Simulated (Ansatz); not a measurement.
Levels about the gap of amorphous Al30O48H6 (84 atoms in a cell of 856 Å³, 3.07 g/cm³; zone centre alone, so wide bands show as single levels with stretches between that a denser mesh fills), at the geometry that PBE relaxed, where it gives 0.1 GPa on a denser mesh. The participation number counts the atoms over which a state spreads; weights are charges in smoothed Voronoi cells. The levels come from a single point, so bond lengths are those of that geometry. Method of the levels: PBE, scalar-relativistic without spin-orbit coupling (Ansatz, a quantum-chemistry and plane-wave program). Sampling: the zone centre alone; Fermi-Dirac width 0.02 eV; no spin polarisation. At PBE the levels at the filled edge of the gap are localised (band-tail or defect states), and the nearest spread-out levels lie 4.3 eV apart at the zone centre.

A CHGNet melt-quench gave the starting glass, which DFT then relaxed. O atoms were pushed apart under 1.9 Å during the dynamics, to hinder bonds among them. The hot cell started wider than the set density and was brought back towards it in steps. It is the lowest in DFT energy of 2 quenches. It is a model cell: composition and starting density were chosen by hand, and all elements were melted together. No dispersion term was used. Its density started from a set value of 3.08 and ended at 3.07 g/cm³. The quench (nominally 180 K/ps over its main leg) was far faster than any real one, so the model tends to hold more defects than a real film. A cell of this size samples the disorder only roughly. The volume was free in the relaxation, at fixed shape. Stress components on the final sampling reach 1.1 GPa.

```
E - E(highest filled), eV  filling  participation number        largest on  weight O  weight Al  weight H
-------------------------  -------  --------------------  ----------------  --------  ---------  --------
-0.48                       filled                   7.7   O, 3 neighbours      0.95       0.05      0.00
-0.46                       filled                  14.7   O, 2 neighbours      0.94       0.04      0.01
-0.32                       filled                  13.3   O, 3 neighbours      0.94       0.05      0.01
-0.27                       filled                   6.1   O, 2 neighbours      0.94       0.05      0.00
-0.17                       filled                   3.4   O, 2 neighbours      0.94       0.05      0.00
-0.06                       filled                   5.4   O, 3 neighbours      0.94       0.05      0.01
0.00                        filled                   3.2   O, 2 neighbours      0.94       0.05      0.00
3.54                         empty                  75.6  Al, 4 neighbours      0.55       0.39      0.06
5.62                         empty                  24.3  Al, 5 neighbours      0.57       0.38      0.05
5.73                         empty                  25.7  Al, 4 neighbours      0.60       0.37      0.02
5.90                         empty                  52.3   O, 3 neighbours      0.58       0.38      0.04
6.07                         empty                  56.3  Al, 5 neighbours      0.57       0.35      0.08
6.24                         empty                  50.5  Al, 4 neighbours      0.58       0.35      0.07
```

Most localised among these is the filled level at +0.00 eV, on a O atom, which has 2 neighbours (Al 1.69 Å, Al 1.73 Å).
